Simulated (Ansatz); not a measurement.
Base system: TiAl (space group P4/mmm, No. 123; a = 2.766 Å, c = 4.002 Å; relaxed with 0.1 eV smearing). Axes: x, y, z lie along a, b, c of the conventional cell.

Level of theory: Ansatz (a quantum-chemistry and plane-wave program) LDA, no SOC.

The change: the cell is compressed by 1.50 % along x with no lateral relaxation; the atoms relax in the strained cell.

### Question
Predict the stress tensor and what it implies for the stiffness.

### Answer
Stress of the strained cell less that of the base (GPa, compression positive):
```
    3.3     0.0     0.0
    0.0     1.1     0.0
    0.0     0.0     1.5
```

Then −Δσ_ii/ε with ε = -0.0150 gives secant stiffness values (nonlinear terms included at this strain): C11 ≈ 223 GPa, C12 ≈ 71 GPa and C13 ≈ 103 GPa.

Whether these cells are dynamically stable was not tested. The final runs are not spin-polarised.
